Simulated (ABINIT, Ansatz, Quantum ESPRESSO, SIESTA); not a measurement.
**Code comparison for AgCl (Fm-3m, 2 atoms in the cell)**

Self-consistent single point.

```
CELL_PARAMETERS angstrom
      0.00000     2.77500     2.77500
      2.77500     0.00000     2.77500
      2.77500     2.77500     0.00000
ATOMIC_POSITIONS crystal
  Ag 0.00000 0.00000 0.00000
  Cl 0.50000 0.50000 0.50000
```

Shared settings, as Ansatz (an electronic-structure program) writes them: kpoints.mp_grid.grid = 8 8 8; magnetization.spin_orbit = true; scf.occupations.method = fermi_dirac; scf.occupations.width = 0.01 eV. Potentials and cutoffs stand in the table.

```tsv
code	model	pressure (GPa)	gap on the mesh (eV)	cutoff
ABINIT	PBE, spin-orbit coupling, norm-conserving pseudopotentials (PseudoDojo nc-fr-04 PBE standard)	1.46	0.872	41 Ha
SIESTA	GGA PBE with spin-orbit coupling, numerical atomic orbitals DZP, PseudoDojo PBE fully relativistic norm-conserving potentials (rewritten from UPF to PSML)	–	1.154	grid 350 Ry
Ansatz	PBE with spin-orbit coupling, default PAW files	1.45	0.870	default
Quantum ESPRESSO	PBE, spin-orbit coupling, PseudoDojo fully relativistic norm-conserving (PBE) pseudopotentials	1.51	0.872	85 Ry
```

A dash marks a value that a program does not give, or that is left out as unsure.

Gaps are read on the mesh.

The spread over the programs that give each value: pressure within 0.06 GPa; gap on the mesh within 0.284 eV.

SIESTA uses small atom-centred bases, whose incompleteness enters pressures, forces and empty levels differently from a plane-wave cutoff. Ansatz's pressure is given at a fixed set of plane waves, as the other plane-wave codes print theirs; with its correction for the finite basis it is 1.48 GPa. In the gap, SIESTA (by 0.282) lies more than 0.12 eV from the median of the plane-wave programs.

The starting cell has typed, rounded lattice constants, without a prior relaxation at this level.

Left out of this page: FLEUR (with a known weakness of the program).

Keys are those of Ansatz 0.2.
